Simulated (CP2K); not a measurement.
## CP2K run on Ga3P (I4/mmm, 4 atoms in the cell): self-consistent single point

Level of theory: PBEsol, GPW, DZVP-MOLOPT-SR-GTH basis, GTH-PBE potentials (GTH_POTENTIALS) (CP2K).

The input file:

```
&GLOBAL
  PROJECT scf
  RUN_TYPE ENERGY_FORCE
  PRINT_LEVEL MEDIUM
&END GLOBAL
&FORCE_EVAL
  METHOD Quickstep
  STRESS_TENSOR ANALYTICAL
  &DFT
    BASIS_SET_FILE_NAME BASIS_MOLOPT
    POTENTIAL_FILE_NAME GTH_POTENTIALS
    &QS
      METHOD GPW
      EPS_DEFAULT 1E-10
    &END QS
    &MGRID
      CUTOFF 600
      REL_CUTOFF 60
      NGRIDS 5
    &END MGRID
    &SCF
      SCF_GUESS ATOMIC
      EPS_SCF 1E-6
      MAX_SCF 100
      ADDED_MOS 8
      &DIAGONALIZATION
        ALGORITHM STANDARD
      &END DIAGONALIZATION
      &MIXING
        METHOD BROYDEN_MIXING
        ALPHA 0.3
        NBUFFER 8
      &END MIXING
      &SMEAR ON
        METHOD FERMI_DIRAC
        ELECTRONIC_TEMPERATURE [K] 1160.45
      &END SMEAR
    &END SCF
    &KPOINTS
      SCHEME MONKHORST-PACK 8 8 8
      GAMMA_CENTERED T
    &END KPOINTS
    &XC
      &XC_FUNCTIONAL
        &PBE
          PARAMETRIZATION PBESOL
        &END PBE
      &END XC_FUNCTIONAL
    &END XC
    &PRINT
      &MO
        EIGENVALUES T
        OCCUPATION_NUMBERS T
        NDIGITS 8
        FILENAME mo
        &EACH
          QS_SCF 0
        &END EACH
        ADD_LAST NUMERIC
      &END MO
      &MULLIKEN ON
      &END MULLIKEN
    &END PRINT
  &END DFT
  &SUBSYS
    &CELL
      A 5.83605300 0.00000000 0.00000000
      B 3.40576600 4.73922700 0.00000000
      C -4.62090900 -2.36961300 2.66301400
      PERIODIC XYZ
    &END CELL
    &COORD
      SCALED
      Ga       0.75000000     0.25000000     0.50000000
      Ga       0.25000000     0.75000000     0.50000000
      Ga       0.50000000     0.50000000     0.00000000
      P        0.00000000     0.00000000     0.00000000
    &END COORD
    &KIND Ga
      BASIS_SET DZVP-MOLOPT-SR-GTH-q13
      POTENTIAL GTH-PBE-q13
    &END KIND
    &KIND P
      BASIS_SET DZVP-MOLOPT-SR-GTH-q5
      POTENTIAL GTH-PBE-q5
    &END KIND
  &END SUBSYS
  &PRINT
    &FORCES ON
    &END FORCES
    &STRESS_TENSOR ON
    &END STRESS_TENSOR
  &END PRINT
&END FORCE_EVAL
```

The program printed (abridged):

```
 GLOBAL| Method name                                                        CP2K
 GLOBAL| Project name                                                        scf
 GLOBAL| Run type                                                   ENERGY_FORCE

 CELL| Volume [angstrom^3]:                                            73.654653
 CELL| Vector a [angstrom]:       5.836     0.000     0.000   |a| =     5.836053
 CELL| Vector b [angstrom]:       3.406     4.739     0.000   |b| =     5.836053
 CELL| Vector c [angstrom]:      -4.621    -2.370     2.663   |c| =     5.836053
 CELL| Angle (b,c), alpha [degree]:                                   142.352797
 CELL| Angle (a,c), beta  [degree]:                                   142.352800
 CELL| Angle (a,b), gamma [degree]:                                    54.297720
 CELL| Numerically orthorhombic:                                              NO
 CELL| Periodicity                                                           XYZ

 DFT| Spin restricted Kohn-Sham (RKS) calculation                            RKS
 DFT| Multiplicity                                                             1
 DFT| Number of spin states                                                    1
 DFT| Charge                                                                   0
 DFT| XC density smoothing                                                  NONE
 DFT| XC derivatives                                                          PW

 QS| Method:                                                                 GPW
 QS| Density plane wave grid type                        NON-SPHERICAL FULLSPACE
 QS| Number of grid levels:                                                    5
 QS| Density cutoff [a.u.]:                                                300.0
 QS| Multi grid cutoff [a.u.]: 1) grid level                               300.0
   [... lines left out ...]
 BRILLOUIN| Wavefunction type                                            COMPLEX
 BRILLOUIN| List of Kpoints [2 Pi/Bohr]                                      260
 BRILLOUIN| Number           Weight            X              Y              Z
 BRILLOUIN|     1           0.00391       -0.37500       -0.37500       -0.37500
 BRILLOUIN|     2           0.00391       -0.37500       -0.37500       -0.25000
 BRILLOUIN|     3           0.00391       -0.37500       -0.37500       -0.12500
   [... 257 lines left out ...]
 *******************************************************************************

 Extrapolation method: initial_guess

 Re-scaling the density matrix to get the right number of electrons
                  # Electrons              Trace(P)               Scaling factor
                           44                44.000                        1.000

 Number of electrons:                                                         44
 Number of occupied orbitals:                                                 22
 Number of molecular orbitals:                                                30

 Number of orbital functions:                                                 88
 Number of independent orbital functions:                                     88
 SCF WAVEFUNCTION OPTIMIZATION

  Step     Update method      Time    Convergence         Total energy    Change
     1 NoMix/Diag. 0.30E+00      -     0.89782444      -230.1512652551 -2.30E+02
     2 Broy./Diag. 0.30E+00      -     0.08667055      -230.2260226931 -7.48E-02
     3 Broy./Diag. 0.30E+00      -     0.04278955      -230.0197486307  2.06E-01
     4 Broy./Diag. 0.30E+00      -     0.02255255      -229.8623670636  1.57E-01
     5 Broy./Diag. 0.30E+00      -     0.00395166      -229.8212620934  4.11E-02
     6 Broy./Diag. 0.30E+00      -     0.00111162      -229.8320481057 -1.08E-02
     7 Broy./Diag. 0.30E+00      -     0.00010083      -229.8340924573 -2.04E-03
     8 Broy./Diag. 0.30E+00      -     0.00002226      -229.8339675070  1.25E-04
     9 Broy./Diag. 0.30E+00      -     0.00002093      -229.8338306023  1.37E-04
    10 Broy./Diag. 0.30E+00      -     0.00000605      -229.8338208292  9.77E-06
    11 Broy./Diag. 0.30E+00      -     0.00000098      -229.8338435814 -2.28E-05
  *** SCF run converged in    11 steps ***

  Electronic density on regular grids:        -43.9999998929        0.0000001071
  Core density on regular grids:               43.9999999962       -0.0000000038
  Total charge density on r-space grids:        0.0000001034
  Total charge density g-space grids:           0.0000001034

  Overlap energy of the core charge distribution:               0.00000000005181
  Self energy of the core charge distribution:               -308.28261392431511
  Core Hamiltonian energy:                                     90.93387579298694
  Hartree energy:                                              19.18523427610624
  Exchange-correlation energy:                                -31.66856326441880
  Electronic entropic energy:                                  -0.00177646171628
  Fermi energy:                                                 0.21906250452290

  Total energy:                                              -229.83384358138494
  Total energy (extrapolated to T->0):                       -229.83295535052679

                     Mulliken Population Analysis

 #  Atom  Element  Kind  Atomic population                           Net charge
       1     Ga       1         12.930637                              0.069363
       2     Ga       1         12.930631                              0.069369
       3     Ga       1         13.088283                             -0.088283
       4     P        2          5.050449                             -0.050449
 # Total charge                             44.000000                 -0.000000

 ENERGY| Total FORCE_EVAL ( QS ) energy [hartree]           -229.833845203146382

 FORCES| Atomic forces [hartree/bohr]
 FORCES|   Atom     x               y               z               |f|
 FORCES|      1  1.32315462E-07 -2.63494633E-07  8.33520689E-09   2.94968268E-07
 FORCES|      2 -1.32315764E-07  2.63494394E-07 -5.36837647E-09   2.94899265E-07
 FORCES|      3  7.72590813E-13  5.78432912E-13 -1.12164023E-09   1.12164064E-09
 FORCES|      4  2.81520472E-13  2.13468812E-13 -1.79224509E-09   1.79224512E-09
 FORCES| Sum     7.52388113E-13  5.52603902E-13  5.29451104E-11
 FORCES| Total atomic force                                       5.29533396E-11

 STRESS| Analytical stress tensor [bar]
 STRESS|                        x                   y                   z
 STRESS|      x       -1.98073210014E+04   7.02816124065E+03   7.71124375918E+00
 STRESS|      y        7.02816124065E+03  -2.99087033103E+04   3.94527808104E+00
 STRESS|      z        7.71124375918E+00   3.94527808104E+00  -3.35015083710E+04
 STRESS| 1/3 Trace                                            -2.77391775609E+04
```

The run converged in 11 iterations.

The starting cell comes from a database of computed structures (which also holds hypothetical and non-ambient phases and stackings), without a prior relaxation at this level. Values carry the incompleteness of an atom-centred basis. The potentials were made for another functional than the one used. The run gives no clean gap (levels at the Fermi energy touch, overlap or are partly filled at this smearing), which alone does not show that the compound is a metal.

Cost on one core of a shared machine: roughly 90 s.
